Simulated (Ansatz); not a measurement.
A user runs Ansatz (a quantum-chemistry and plane-wave program) on CsMg6Al (P1, 8 atoms in the cell) and asks whether the run is sound. The aim is a self-consistent single point with DFT, PBEsol, plane waves, default PAW files made with PBE.

Cell that was meant: a = 5.1654 Å, b = 6.9708 Å, c = 6.9708 Å, α = 63.08°, β = 90.00°, γ = 90.00°.

Part of the input:

Ansatz 0.2 input:
```yaml
    - { symbol: Mg, position: [0.001595, 0.656561, 0.665780] }
    - { symbol: Mg, position: [-0.032010, 0.149216, 0.131128] }
    - { symbol: Al, position: [0.503556, 0.864894, 0.867864] }
basis:
  ecutwfc: 40
kpoints:
  mp_grid: { grid: [5, 4, 4] }
hamiltonian:
```

Log, with long lists cut:

```
   [... lines left out ...]
PAW frozen core: Al, regenerated for the run's functional, and the local potential with it
Initial density: superposition of atomic densities (neutral atoms: chi_scale 0, normalization atom), corrected by the library's trained network
Initial wavefunctions: pseudopotential atomic-orbital guess
Eigensolver: davidson
Functional: x = pbesol(κ = 0.804, μ = 0.12345679012345678), c = pbesol(β = 0.046)
SCF iter   1: F=—  HF=-15318.645261 eV  |F-HF|=—  |Δ(HF+E_count)|=         —  Δρ=1.26e0  dr2=2.80e3  ethr=1.77e-3  ⟨swp⟩=1.0  Hψ=5398  notcnv=0
all-band conjugate gradients solve this SCF's bands
preconditioner: auto → LDOS
SCF iter   2: F=—  HF=-12478.898327 eV  |F-HF|=—  |Δ(HF+E_count)|=    2.84e3  S|Δr|=    0.00e0  Δρ=1.03e-1  dr2=2.69e1  ethr=1.77e-3  ⟨swp⟩=8.9  Hψ=12078  notcnv=0  defer=33
   [... lines left out ...]
SCF iter   9: F=—  HF=-12465.080498 eV  |F-HF|=—  |Δ(HF+E_count)|=   5.70e-6  S|Δr|=    0.00e0  Δρ=2.88e-5  dr2=3.65e-6  ethr=3.55e-8  ⟨swp⟩=2.0  Hψ=2074  notcnv=0  defer=41
SCF iter  10: F=—  HF=-12465.080497 eV  |F-HF|=—  |Δ(HF+E_count)|=   7.28e-7  S|Δr|=    0.00e0  Δρ=6.64e-6  dr2=2.57e-7  ethr=5.07e-9  ⟨swp⟩=2.1  Hψ=2030  notcnv=0  defer=41
SCF iter  11: F=-12465.080497 eV  HF=-12465.080497 eV  |F-HF|=1.40e-8  |Δ(HF+E_count)|=   4.93e-8  S|Δr|=    0.00e0  Δρ=1.71e-6  dr2=2.11e-8  ethr=1.39e-10  ⟨swp⟩=18.3  Hψ=9938  notcnv=0
SCF 1 converged in 11 iterations: F = -12465.080497 eV  dr2 = 2.11e-8
Stability not checked (fill_not_monotonic)
Free energy (F): -12465.080497 eV
Internal energy: -12465.063330 eV  (E = F + TS)
E sigma→0 (E₀):  -12465.074775 eV
Entropy (-TS):   -0.017168 eV (-2.146 meV/atom)
Fermi energy:    12.159452 eV
--- Forces (eV/Å), atoms counted from 1 ---
  atom   1  Cs     1.03963965     0.38673974     2.65899410
  atom   2  Mg     0.82313465    -1.34275742    -2.65345057
  atom   3  Mg     1.52189553     1.00678789    -1.84680585
   [... lines left out ...]
--- Stress (GPa, compression-positive) ---
    -1206.961543      -0.230549      -0.866650
       -0.230549   -1199.623206      -0.726677
       -0.866650      -0.726677   -1199.980536
  P = ⅓ Tr σ = -1202.1884 GPa (-12021.884 kbar)
  The stress holds no Pulay correction (an occupied level lies too near the plane-wave cutoff): it is that at fixed plane waves, as pw.x and ABINIT print it
```

**Question.** Is anything amiss in this input, and did it matter?

**Answer.** The run is not sound. The fault is this: a cutoff meant in Ry typed as a bare number, read as eV. A bare number is read in the key's own unit, and eV, Ry (13.6 eV) and Ha (27.2 eV) lie far apart, so the setting ends up far from the one that was meant. To fix it, convert the value to the unit that the key expects. The run converged in 11 iterations without an error; against the sound input the free energy goes up by 639 eV/atom, the pressure goes from -0.34 to -1202 GPa and the largest force goes from 0.746 to 10.20 eV/Å.

The sound input it was made from differs as follows (other fixes are possible):
```diff
-basis:
-  ecutwfc: 40
```

With that input, the run converged in 7 iterations: free energy E − TS (on the zero of these files) -17580.1328 eV; Fermi level (on the code's own zero) 5.13 eV; pressure -0.34 GPa; largest force (vector length) 0.746 eV/Å (DFT, PBEsol, plane waves, default PAW files made with PBE).

On the sound input: the starting cell comes from a database of computed structures (which also holds hypothetical and non-ambient phases and stackings), without a prior relaxation at this level. Its atoms were displaced at random from the sites of space group no. 38. Ansatz's pressure includes its estimate of the finite-basis (Pulay) stress.
